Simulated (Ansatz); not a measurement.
The starting structures come from a database of crystals and need not be the phases stable at ambient conditions.

By PBEsol, the system below comes out a metal.

A figure of merit of an interconnect metal is its ballistic conductance per area.

Input:

```xyz
8
Lattice="3.4509 0.0000 0.0000 0.0000 5.7707 0.0000 0.0000 0.0000 5.3296" Properties=species:S:1:pos:R:3 pbc="T T T"
Ni     2.5882     1.7847     2.6944
Ni     0.8627     3.9860     2.6353
Ni     0.8627     4.6701     5.3001
Ni     2.5882     1.1007     0.0295
Ge     2.5882     5.2688     3.6756
Ge     0.8627     0.5019     1.6540
Ge     0.8627     2.3834     4.3188
Ge     2.5882     3.3873     1.0108
```

Space group of this cell: Pnma. The cell is taken as given; by PBEsol its mean pressure is -1.7 GPa.

The current flows along the normal of the first two printed cell vectors. No spin-orbit coupling; the value is a mean over 0.1 eV about the Fermi level.

Task: Compute, with PBEsol (Ansatz, a program for electronic structure), the ballistic conductance per area.

Result: 0.58 × 10¹⁵ S/m² for both spins.
